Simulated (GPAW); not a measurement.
Band structure of Ga (Cmce, 4 atoms in the cell).

```yaml
crystal:
  lattice:
    - [2.23154, -3.82558, 0.00000]
    - [2.23154, 3.82558, 0.00000]
    - [0.00000, 0.00000, 4.58739]
  atoms:
    - { symbol: Ga, position: [0.65570, 0.34430, 0.41540] }
    - { symbol: Ga, position: [0.34430, 0.65570, 0.58460] }
    - { symbol: Ga, position: [0.84430, 0.15570, 0.91540] }
    - { symbol: Ga, position: [0.15570, 0.84430, 0.08460] }
```

Method: PBE, GPAW PAW datasets PBE (gpaw-data 1.0.1) (plane waves; GPAW).

Settings: mode = pw; ecut = 600 eV; xc = PBE; kpts = 6 6 5; mesh shift (steps) = 0 0 0; occupations.name = fermi-dirac; occupations.width = 0.136 eV; nbands = -8; convergence.density = 1e-05 e/electron; convergence.energy = 1e-05 eV/electron; symmetry.symmorphic = false; symmetry.tolerance = 0.0005; maxiter = 120; bandpath_npoints = 40.

The starting cell comes from a database of computed structures (which also holds hypothetical and non-ambient phases and stackings), without a prior relaxation at this level. Its lattice was rescaled by a random factor within 2.5 % of one.

Levels in eV from the Fermi level, bands 3 to 10:
```
point      3      4      5      6      7      8     9    10
-----  -----  -----  -----  -----  -----  -----  ----  ----
Γ      -3.94  -1.66  -1.51  -0.74   0.98   0.99  1.15  5.17
X      -6.51  -1.27  -1.21  -0.27  -0.22   0.81  1.88  3.09
S      -3.48  -3.48  -1.50  -1.50   0.60   0.60  4.10  4.10
R      -6.29  -6.29  -1.53  -1.53   0.50   0.50  7.26  7.26
A      -6.08  -6.08  -3.64  -3.64   4.35   4.35  5.12  5.12
Z       0.01   0.01   0.02   0.02   0.14   0.14  1.99  1.99
Y      -4.03  -3.19  -1.99  -1.70   1.03   1.04  3.44  3.75
X1     -6.51  -1.27  -1.21  -0.27  -0.22   0.81  1.88  3.09
A1     -6.08  -6.08  -3.64  -3.64   4.35   4.35  5.12  5.12
T      -5.36  -5.36  -1.25  -1.25  -0.79  -0.79  6.38  6.38
```

Bands cross the Fermi level along this path, so the cell is metallic at this level.
